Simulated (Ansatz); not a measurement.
**Effect of biaxial strain −3.05 %, plane normal [001], relaxed out of plane on Pd**

Consider Pd in the fcc (Cu type) structure (space group Fm-3m, No. 225; a = 3.910 Å; relaxed with 0.1 eV smearing). Axes: x, y, z lie along the cube axes.

It is then changed as follows: compressive biaxial strain of 3.05 % in the plane normal to [001], as in epitaxy on a mismatched substrate; the out-of-plane cell vector and the atoms relax.

Computed with r2SCAN/PAW in Ansatz (a program for electronic structure), without spin-orbit coupling. k-mesh 29×29×29 (Γ-centred); smearing 0.1 eV (Fermi–Dirac).

- Space group = I4/mmm (No. 139) (base Fm-3m (No. 225))
- Shortest interatomic distance = 2.681 Å (base 2.765 Å)
- Energy relative to the base (free energy F) = +14 meV/atom
- Pressure (mean of the normal stresses, compression positive) = 3.5 GPa (base 0.0 GPa)
- Band gap = zero (base zero)
- Out-of-plane strain = +4.70 %
- Ratio −ε⊥/ε∥ = 1.54
- Mean in-plane stress (compression positive) = +5.2 GPa

No phonon test of stability was made. The final runs are not spin-polarised. Pd has a high density of states at the Fermi level and may be magnetic at this level.
